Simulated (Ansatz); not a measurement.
We consider CsCl-type PdIn, described by LDA (Ansatz, a quantum-chemistry and plane-wave program, plane waves, PAW).

Settings: plane-wave cutoff 520 eV, 18×18×18 k mesh, Fermi–Dirac smearing 0.05 eV, scalar-relativistic PAW data made under PBE.

Cell (relaxed at this level):

```cif
data_InPd
_chemical_formula_sum 'In1 Pd1'
_space_group_name_H-M_alt 'P 1'
_space_group_IT_number 1
_cell_length_a 3.21440
_cell_length_b 3.21440
_cell_length_c 3.21440
_cell_angle_alpha 90.000
_cell_angle_beta 90.000
_cell_angle_gamma 90.000
loop_
_space_group_symop_operation_xyz
  'x, y, z'
loop_
_atom_site_label
_atom_site_type_symbol
_atom_site_fract_x
_atom_site_fract_y
_atom_site_fract_z
_atom_site_occupancy
In1 In 0.00000 0.00000 0.00000 1
Pd1 Pd 0.50000 0.50000 0.50000 1
```

Q: What does this level give for the bulk modulus B0?

A: 
- bulk modulus B0 = 151 GPa

The run finds no gap.

Note: the bulk modulus is −V dP/dV from two relaxed cells at ±2 % in volume.

Spin–orbit coupling is not included.

Computed values are for the static lattice.

Computing time: around 60 core-seconds (rough).
